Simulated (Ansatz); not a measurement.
The structure below was relaxed with Ansatz (a first-principles code), PBE, PAW, cutoff 420 eV, no spin-orbit coupling, earlier PAW set, at pressure 60 GPa.

```xyz
4
Lattice="2.6556 0.0000 0.0000 -1.3278 2.2998 0.0000 0.0000 0.0000 9.9043" Properties=species:S:1:pos:R:3 pbc="T T T"
Cd     1.3278     0.7666    -0.5874
Cd     0.0000     1.5332     4.3647
Se     1.3278     0.7666     6.7796
Se     0.0000     1.5332     1.8274
```

Problem. Find the space group and the Wyckoff positions.

Solution. Space group P6₃mc (No. 186); a = b = 2.6556 Å, c = 9.9043 Å, α = β = 90.00°, γ = 120.00°

| atom | site | symmetry | x | y | z |
|---|---|---|---|---|---|
| Cd | 2b | 3m. | 0.3333 | 0.6667 | 0.4407 |
| Se | 2b | 3m. | 0.3333 | 0.6667 | 0.1845 |

Problem. Describe the coordination.

Solution. The crystal has 4 atoms in its conventional cell. Conventional cell: a = 2.656 Å, b = 2.656 Å, c = 9.904 Å, α = 90.00°, β = 90.00°, γ = 120.00°. Cd has 1 Se at 2.537 Å and 3 Se at 2.860 Å. Se is surrounded by 1 Cd at 2.537 Å and 3 Cd at 2.860 Å and 6 Se at 2.656 Å. (Neighbours: up to the widest gap in distance over summed covalent radii, below 1.35, at either atom; cation-cation and far metal-metal contacts left out.)

A case with no gap was solved on a k-mesh chosen for an insulator, which is coarse for it. From pressure 60 GPa on, the axis ratios lie over 15 % from the base's, so the cell there is far from its starting form. Load acts through the strain it causes; cell and atoms are relaxed under it. No phonon test of stability was made. The final runs are not spin-polarised. Measured, CdSe leaves this structure (for rock salt) near 2.72 GPa (temperature not stated; as listed in Datta, Sujoy, Jana, Debnarayan, arXiv (2020)), on rising pressure, with hysteresis. The cell was made from CdSe in the wurtzite structure (space group P6_3mc, No. 186) by this change: pressure 60 GPa.
